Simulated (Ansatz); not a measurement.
## Habitual settings against a tight run: Al2O3 (C2/c, 10 atoms in the cell)

Self-consistent single point.

```yaml
crystal:
  lattice:
    - [4.42904, -2.86702, 0.00000]
    - [4.42904, 2.86702, 0.00000]
    - [-2.18637, 0.00000, 4.65320]
  atoms:
    - { symbol: Al, position: [0.07275, 0.25797, 0.58104] }
    - { symbol: Al, position: [0.92725, 0.74203, 0.41896] }
    - { symbol: Al, position: [0.74203, 0.92725, 0.91896] }
    - { symbol: Al, position: [0.25797, 0.07275, 0.08104] }
    - { symbol: O, position: [0.18062, 0.39268, 0.35495] }
    - { symbol: O, position: [0.81938, 0.60732, 0.64505] }
    - { symbol: O, position: [0.60732, 0.81938, 0.14505] }
    - { symbol: O, position: [0.39268, 0.18062, 0.85495] }
    - { symbol: O, position: [0.04264, 0.95736, 0.25000] }
    - { symbol: O, position: [0.95736, 0.04264, 0.75000] }
```

Computed with r2SCAN, PAW files made with PBE (plane waves; Ansatz, a program for electronic structure).

Base settings: basis.ecutwfc = 36.7 Ry; kpoints.mp_grid.grid = 5 5 5; hamiltonian.xc = r2scan; hamiltonian.pseudopotentials = {kind: paw} (the program's default PAW files); scf.occupations.method = fixed.

Tight run (finer mesh or higher cutoff; not a proven limit): basis.ecutwfc: 36.7 Ry → 51.4 Ry; kpoints.mp_grid.grid: 5 5 5 → 7 7 7; scf.convergence.dr2_threshold: default (1e-07 eV) → 1e-09 eV. It gave top of the valence band (on the code's own zero) 3.16 eV; gap on the k-point mesh 5.27 eV; pressure -4.14 GPa; largest force (vector length) 0.200 eV/Å.

Quick runs, as changes from the base:
- A: the base itself
- B: kpoints.mp_grid.grid: 5 5 5 → 4 4 4; scf.occupations.method: fixed → methfessel_paxton; kpoints.mp_grid.shift: default → 0.5 0.5 0.5; scf.occupations.width: default → 0.02 Ry
- C: basis.ecutwfc: 36.7 Ry → 25.7 Ry; kpoints.mp_grid.grid: 5 5 5 → 4 4 4; scf.occupations.method: fixed → cold; scf.occupations.width: default → 0.01 Ry
- D: basis.ecutwfc: 36.7 Ry → 18.4 Ry; kpoints.mp_grid.grid: 5 5 5 → 6 6 6; hamiltonian.xc: r2scan → lda; kpoints.mp_grid.shift: default → 0.5 0.5 0.5 [LDA (PW92)]
- E: basis.ecutwfc: 36.7 Ry → 29.4 Ry; kpoints.mp_grid.grid: 5 5 5 → 2 2 2; kpoints.mp_grid.shift: default → 0.5 0.5 0.5
- F: basis.ecutwfc: 36.7 Ry → 22 Ry; kpoints.mp_grid.grid: 5 5 5 → 3 3 3; scf.occupations.method: fixed → methfessel_paxton; kpoints.mp_grid.shift: default → 0.5 0.5 0.5; scf.occupations.width: default → 0.0367 Ry; scf.convergence.dr2_threshold: default (1e-07 eV) → 0.0001 eV

Dashes: energy of D, another energy zero; count of D, another kind of functional, whose work the count does not hold.

Gaps are read on each run's own mesh, which may miss the band edges.

† marks runs with another functional, U, potentials or spin treatment: their distance from the tight run is not a convergence error alone.

The count of work is k-points × plane waves × bands × iterations; it is no time. 

Pressures in the table are Ansatz's without its Pulay estimate, at a fixed set of plane waves; the tight run's value above holds the estimate.

The starting cell comes from a database of computed structures (which also holds hypothetical and non-ambient phases and stackings), without a prior relaxation at this level. Its lattice was rescaled by a random factor within 2.5 % of one. In the base run, with a pressure of about -4 GPa the cell is away from its equilibrium volume at this level. The cutoff lies below the one recommended for these files.

```csv
run,energy less tight (meV/atom),pressure less tight (GPa),largest miss in a force vector (eV/Å),gap on the mesh less tight (eV),count of work / tight
A,2.4,-0.03,0.003,0.004,0.21
B,2.4,-0.03,0.003,0.321,0.11
C,31.2,-3.66,0.007,-0.003,0.074
D†,–,-60.79,0.263,-0.806,–
E,3.7,-0.45,0.015,1.209,0.012
F,178.1,-15.78,0.044,0.531,0.020
```

Among the runs at the tight run's level, the energy misses run from 2.4 to 178.1 meV/atom.

Keys are those of Ansatz 0.2.
